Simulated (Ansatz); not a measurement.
Start from Na in the bcc (W type) structure (space group Im-3m, No. 229; a = 4.199 Å; relaxed with 0.1 eV smearing).

Calculations: PBE/PAW in Ansatz (a quantum-chemistry and plane-wave program), without spin-orbit coupling.

Strains are applied to the cell and any free atomic positions relax.

One change was made to it. Results:

The energy increases by 3.4 meV/atom; the pressure goes from zero to 0.5 GPa.

Question: Name the change that was made.
A) isotropic strain −3.00 %
B) isotropic strain +2.50 %
C) isotropic strain +3.00 %
D) isotropic strain −2.00 %

Answer: D, isotropic strain −2.00 %. For comparison, the energy relative to the base in the other runs: isotropic strain +3.00 % gives +6.7 meV/atom; isotropic strain +2.50 % gives +4.7 meV/atom; isotropic strain −3.00 % gives +7.8 meV/atom.

No phonon test of stability was made.
